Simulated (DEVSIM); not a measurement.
Device: GaSb p-n junction from an implanted or diffused profile, at 300 K.

```
layer (left to right)  material  thickness (μm)  Nd (cm⁻³)  τn (s)  τp (s)
---------------------  --------  --------------  ---------  ------  ------
1                          GaSb            4.00     2.4e14  5.6e-9  5.6e-9
```

Added acceptor profile: 2.7e16 cm⁻³ × exp(−(x − 0 μm)²/(2·(0.14 μm)²)). Left contact: ohmic. Right contact: ohmic. Voltage is applied to the left contact. Recombination: SRH at mid-gap, radiative, Auger. Mobility is constant in doping. Where it depends on doping, it is μmin + (μ − μmin)/(1 + (N/Nref)^α).

This is a model device: material constants are rounded textbook-type values typed into the input, and sizes, dopings and lifetimes were drawn at random. Values at 300 K; Nc and Nv go as T^1.5, mobilities as T to minus their exponent, the gap by Varshni's rule with the affinity fixed. The table also holds parameters that only a changed run uses.

```tsv
parameter	GaSb
gap (eV)	0.726
affinity (eV)	4.06
permittivity	15.7
Nc (cm⁻³)	2.1e17
Nv (cm⁻³)	1.8e19
μn (cm²/Vs)	5000
μp (cm²/Vs)	850
μn,min	1000
μp,min	190
Nref,n	2.8e17
Nref,p	9e17
αn	1.05
αp	0.65
T exponent of μn	2
T exponent of μp	1.7
B (cm³/s)	1e-10
Cn (cm⁶/s)	5e-30
Cp (cm⁶/s)	5e-30
Varshni α (eV/K)	0.00042
Varshni β (K)	140
```

Model (solved in DEVSIM): 1D drift-diffusion, Boltzmann statistics, complete ionisation; no tunnelling, impact ionisation, image-force lowering or self-heating.

Base results: potential step across the device at zero bias (V) 0.383.

Task: What follows from this one change: peak of the profile 2.7e+16 → 5.4e+16 cm^-3?

Result: potential step across the device at zero bias 0.383 → 0.401 V.

Task: What follows from this one change: doping Nd of layer 1 2.4e+14 → 7.2e+12 cm^-3?

Result: potential step across the device at zero bias 0.383 → 0.293 V.

Task: What follows from this one change: temperature 300 → 450 K?

Result: potential step across the device at zero bias 0.383 → 0.151 V.
